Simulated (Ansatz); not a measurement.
Take Cu in the fcc (Cu type) structure (space group Fm-3m, No. 225; a = 3.563 Å; relaxed with 0.1 eV smearing) as the base. Axes: x, y, z lie along the cube axes.

The values are results of Ansatz (a quantum-chemistry and plane-wave program) PBEsol, without spin-orbit coupling, earlier PAW set, not measurements.

Now apply this change: biaxial strain −0.98 %, plane normal [111], relaxed out of plane (Cartesian); in-plane vectors clamped, the third vector and the atoms free.

Estimate the effect on the in-plane stress.

The mean in-plane stress (compression positive) amounts to +3.4 GPa.

What happens to the ratio −ε⊥/ε∥?

The ratio −ε⊥/ε∥ comes out as 0.71.

Stability against distortions was not tested. The final runs are not spin-polarised.
